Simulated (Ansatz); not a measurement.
## Sensitivity of a calculation on Cs2BiAuF6 (Fm-3m, 10 atoms in the cell) to its settings

```
CELL_PARAMETERS angstrom
      0.00000     4.87162     4.87162
      4.87162     0.00000     4.87162
      4.87162     4.87162     0.00000
ATOMIC_POSITIONS crystal
  Cs 0.75000 0.75000 0.75000
  Cs 0.25000 0.25000 0.25000
  Bi 0.00000 0.00000 0.00000
  Au 0.50000 0.50000 0.50000
  F  0.76264 0.23736 0.23736
  F  0.23736 0.76264 0.76264
  F  0.23736 0.76264 0.23736
  F  0.76264 0.23736 0.76264
  F  0.23736 0.23736 0.76264
  F  0.76264 0.76264 0.23736
```

Base run A: HSE06, default PAW files made with PBE in Ansatz (an electronic-structure program), self-consistent single point.

Its settings: basis.ecutwfc = 420 eV; kpoints.mp_grid.grid = 3 3 3; hamiltonian.xc = hse06; hamiltonian.pseudopotentials = {kind: paw} (the program's default PAW files); scf.occupations.method = fixed.

The starting cell comes from a database of computed structures (which also holds hypothetical and non-ambient phases and stackings), without a prior relaxation at this level. Its lattice was rescaled by a random factor within 2.5 % of one. Spin-orbit coupling is off. Ansatz's pressure includes its estimate of the finite-basis (Pulay) stress. Another mesh or the band path of this cell gives a smaller gap, so this value is not converged in the mesh.

ΔF is the free energy per atom less that of run A. A dash stands where there is no value to compare (another energy zero or no entropy term, no result, no spin, no clean gap, or a mesh too coarse for one). Total energies depend on the potentials, the functional and any Hubbard or dispersion term, so they are compared only between runs that share all of them.

Run A gave: pressure (GPa) -2.96; largest force (eV/Å) 0.493; gap on the mesh (eV) 3.297.

Runs:
- B: hamiltonian.xc: hse06 → pbesol [PBEsol]
- C: hamiltonian.xc: hse06 → pbe0 [PBE0]
- D: scf.convergence.dr2_threshold: default (1e-07 eV) → 0.0001 eV
- E: scf.mixing.algorithm: default (the program chose MSR1) → broyden; scf.mixing.beta: default → 0.7
- F: scf.mixing.preconditioner: default (the program chose none) → resta; scf.mixing.eps_inf: default → 10
- G: scf.self_checks: default → high

Task: What does run B change against A?

Result: The pressure goes from -2.96 to -4.08 GPa, the largest force goes from 0.493 to 0.312 eV/Å and the gap on the mesh goes from 3.297 to 1.584 eV.

Task: What does run C change against A?

Result: The pressure moves little (-2.96 to -3.01 GPa), the largest force moves little (0.493 to 0.491 eV/Å) and the gap on the mesh goes from 3.297 to 4.041 eV.

| run | ΔF (meV/atom) | pressure (GPa) | largest force (eV/Å) | gap on the mesh (eV) |
|---|---|---|---|---|
| A | 0.00 | -2.96 | 0.493 | 3.297 |
| B | – | -4.08 | 0.312 | 1.584 |
| C | – | -3.01 | 0.491 | 4.041 |
| D | 0.00 | -2.96 | 0.493 | 3.297 |
| E | 0.00 | -2.96 | 0.493 | 3.297 |
| F | 0.00 | -2.96 | 0.493 | 3.297 |
| G | 0.00 | -2.96 | 0.493 | 3.297 |

Keys are those of Ansatz 0.2.
